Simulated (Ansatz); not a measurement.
ZnSnO₃ (R3c, No. 161, 10 atoms in the cell; start mp-13334) was calculated with PBE0 in Ansatz (PAW).

Run with plane-wave cutoff 460 eV, 6×6×6 k mesh, Fermi–Dirac smearing 0.01 eV, scalar-relativistic PAW data made under PBE.

Cell (relaxed with PBEsol):

```
CELL_PARAMETERS angstrom
      2.63892     1.52358     4.67064
     -2.63892     1.52358     4.67064
      0.00000    -3.04716     4.67064
ATOMIC_POSITIONS crystal
  Zn 0.71545 0.71545 0.71545
  Zn 0.21545 0.21545 0.21545
  Sn 0.99779 0.99779 0.99779
  Sn 0.49779 0.49779 0.49779
  O  0.39425 0.78881 0.10512
  O  0.78881 0.10512 0.39425
  O  0.10512 0.39425 0.78881
  O  0.60512 0.28881 0.89425
  O  0.89425 0.60512 0.28881
  O  0.28881 0.89425 0.60512
```

**Question.** What does this level give for the band gap?

**Answer.** 
* **band gap**: 3.76 eV (on the SCF k mesh)

Note: cell and atoms aren't relaxed at this level (pressure -1.6 GPa).

Spin–orbit coupling is not included.

Static lattice: no zero-point or thermal effects.

A start named mp-… is a Materials Project structure, which need not be a measured phase.

Ansatz is a program for electronic structure.
